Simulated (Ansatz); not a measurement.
Sc, response to strain

The parent structure is Sc in the hcp (Mg type) structure (space group P6_3/mmc, No. 194; a = 3.275 Å, c = 5.105 Å; relaxed with 0.1 eV smearing).

Strains are applied to the cell and any free atomic positions relax.

Calculations: PBEsol/PAW in Ansatz (a first-principles code), no spin-orbit coupling.

Candidates:
(a) isotropic strain −2.00 %
(b) isotropic strain −2.50 %
(c) isotropic strain +2.00 %

Notes on the quantities. energy relative to the base: free energy F.

Order them by energy relative to the base, lowest first.

(c) isotropic strain +2.00 % (+14 meV/atom), (a) isotropic strain −2.00 % (+16 meV/atom), (b) isotropic strain −2.50 % (+25 meV/atom)

Stability against distortions was not tested. All final runs are without spin polarisation.
